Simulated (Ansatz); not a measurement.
**Phonons of cubic perovskite LaGaO₃ at temperature**

Method: the stochastic self-consistent harmonic approximation in a 2×2×2 supercell, PBEsol density-functional theory in Ansatz (plane waves, PAW). The cell was generated from a structure type, relaxed within its symmetry, and need not be the phase found at ambient conditions. The cell is fixed at its relaxed static size. Melting and transitions to other phases are not modelled. Frequencies in cm⁻¹ at q = (0.00, 0.00, 0.00) (fractions of the primitive reciprocal vectors), each column in ascending order, rows equal in every column written once; i marks an imaginary mode. The auxiliary (Gaussian) frequencies are positive by construction; the free-energy Hessian decides stability. At Γ the LO-TO splitting is left out.

```csv
harmonic,Gaussian 300 K,Hessian 300 K,Gaussian 1000 K,Hessian 1000 K
66,147,143,157,148
175,262,254,271,253
251,270,266,278,267
655,631,623,642,620
```

```yaml
pressure at 300 K in this cell: 3.62 ± 0.04 GPa
pressure at 1000 K in this cell: 7.35 ± 0.03 GPa
pressure near 300 K by path-integral sampling of the fitted surface: 4.74 GPa
pressure near 1000 K by path-integral sampling of the fitted surface: 8.37 GPa
static_pressure: 0.01 GPa
```

Over all wave vectors of the supercell the softest harmonic mode is 213i cm⁻¹ at q = (0.50, 0.50, 0.50); the softest of the Hessian is 53i cm⁻¹ at q = (0.00, 0.50, 0.50) at 300 K (error 10; the run's verdict: unstable), 46i cm⁻¹ at q = (0.50, 0.50, 0.50) at 1000 K (error 14; the run's verdict: undecided).

Ansatz is an electronic-structure program.
